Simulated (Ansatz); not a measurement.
WC: stress against strain

WC (WC type, P-6m2, 10.526 Å³/atom at rest, c along z) under a strain ε along c (axis z), the other axes held. PBE in Ansatz, a plane-wave DFT program (PAW, default set), 420 eV, 23×23×20 Γ-centred mesh, Fermi-Dirac smearing 0.10 eV; ions are relaxed within the symmetry of each cell. Stress is positive for a compressed cell.

Here s stands for strain and y for stress zz.

| strain (%) | stress zz (GPa) |
|---|---|
| -3.00 | ? |
| -1.50 | 14.84 |
| -1.00 | 9.73 |
| -0.50 | 4.79 |
| 0.00 | 0.00 |
| 0.50 | -4.64 |
| 1.00 | -9.13 |
| 1.50 | -13.48 |

Taking a straight line for y over the 7 complete rows: Means: s 0, y 0.301. About the means, the sum of products is -66.055 and the sum of squares of s is 7.0000; the slope is their ratio. Least squares gives y = 0.301 - 9.4364·s. Residuals (row less fit): 0.384, -0.007, -0.229, -0.301, -0.223, 0.005, 0.374; standard error 0.310 (degrees of freedom: 5). The slope gives the elastic constant C33 = 944 ± 12 GPa.

Question: Predict the withheld y at s = -3.00 from the fit, and compare with the calculation.

Answer: y = 0.301 - 9.4364 × (-3.0) = 28.610 GPa. The calculation gives 31.16 GPa, 2.550 GPa above the prediction (5.7 % of the range of y in the table). The row lies outside the fitted rows, so this is an extrapolation. From the scatter of the fitted rows alone, a prediction at this place has a standard error of 0.483 GPa, so the miss is 5.3 times that.

One order more, fitted to all 13 runs of the series, follows each within 0.05, so the miss is the next term of a smooth law. In a metal these values are sensitive to mesh and smearing; energies are taken to zero smearing, stresses follow the free energy. Rows are the converged runs of the series near zero and its far end; series whose fitted rows scatter by over a few per cent of the range, as at a crossing or softening among them, aren't shown in this form. Most that stay on the fit to the last digits aren't either.
